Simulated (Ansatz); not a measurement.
**HfN: energy against strain**

HfN (rock salt, Fm-3m, 11.405 Å³/atom at rest) under an equal strain ε in the (001) plane with the normal axis free, as in a coherent film. PBEsol in Ansatz, a plane-wave DFT program (PAW, default set), 420 eV, 22×22×22 Γ-centred mesh, Fermi-Dirac smearing 0.10 eV; ions are relaxed within the symmetry of each cell.

Here s stands for strain and y for E less E0.

```csv
strain (%),E less E0 (meV/atom)
-3.00,?
-1.50,11.81
-1.00,5.12
-0.50,1.23
0.00,0.00
0.50,1.27
1.00,4.92
1.50,10.79
```

Problem. Fit y against s with a parabola, and predict the withheld value at s = -3.00.

Solution. Least squares gives y = -0.004 - 0.2443·s + 5.0238·s². Residuals (row less fit): 0.144, -0.144, -0.144, 0.004, 0.140, 0.144, -0.143; standard error 0.176 (degrees of freedom: 4). Twice the quadratic coefficient over the volume, 2 × 5.0238 meV × 10⁴ × 0.1602 / 11.405 Å³, is twice the biaxial elastic modulus of this plane = 1412 ± 22 GPa. At the withheld row, y = -0.004 - 0.2443 × (-3.0) + 5.0238 × (-3.0)² = 45.943 meV/atom. The calculation gives 50.40 meV/atom, 4.457 meV/atom above the prediction (8.8 % of the range of y in the table). The row lies outside the fitted rows, so this is an extrapolation. From the scatter of the fitted rows alone, a prediction at this place has a standard error of 0.671 meV/atom, so the miss is 6.6 times that.

One order more, fitted to all 13 runs of the series, follows each within 0.05, so the miss is the next term of a smooth law. In a metal these values are sensitive to mesh and smearing; energies are taken to zero smearing, stresses follow the free energy. Rows are the converged runs of the series near zero and its far end; series whose fitted rows scatter by over a few per cent of the range, as at a crossing or softening among them, aren't shown in this form. Most that stay on the fit to the last digits aren't either.
